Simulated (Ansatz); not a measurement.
Start from GaAs in the zinc blende structure (space group F-43m, No. 216; a = 5.6656 Å).

The change: cell and atoms relaxed at a pressure of 45 GPa.

Levels (all Ansatz, a first-principles code, PAW, earlier PAW set): r2SCAN (500 eV, no SOC); HSE06 (420 eV, scalar-relativistic without spin-orbit coupling); HSE06+SOC (420 eV, spin-orbit coupling included).

One geometry, relaxed with r2SCAN, under each level:

The valence-band top lists the three highest levels at Γ (Kramers pairs under SOC), from the VBM.

```csv
level,band gap,lowest conduction level above the VBM at special points,valence-band top at Γ
r2SCAN,1.03 eV,X 1.03 eV; K 1.88 eV; U 1.88 eV; Γ 3.63 eV,"0.00, 0.00, 0.00 eV"
HSE06,?,?,–
HSE06+SOC,1.17 eV,X 1.17 eV; K 2.08 eV; U 2.08 eV; Γ 3.95 eV,"0.00, 0.00, -0.41 eV"
```

Question: Give the withheld HSE06 results.

Answer: 
- HSE06, band gap: 1.31 eV
- HSE06, lowest conduction level above the VBM at special points: X 1.31 eV; K 2.21 eV; U 2.21 eV; Γ 4.09 eV

Single points use the geometry relaxed with r2SCAN. Their cutoffs differ, which shifts pressures a little. The hybrid gap comes from the SCF mesh plus the semilocal run's edge points and a few special points and is an upper bound. The spin-orbit shifts are approximate. Load acts through the strain it causes; cell and atoms are relaxed under it. Whether these cells are dynamically stable was not tested. Measured, GaAs leaves this structure (for a Cmcm phase) near 15 GPa (room temperature; as listed in arXiv:1906.07825).
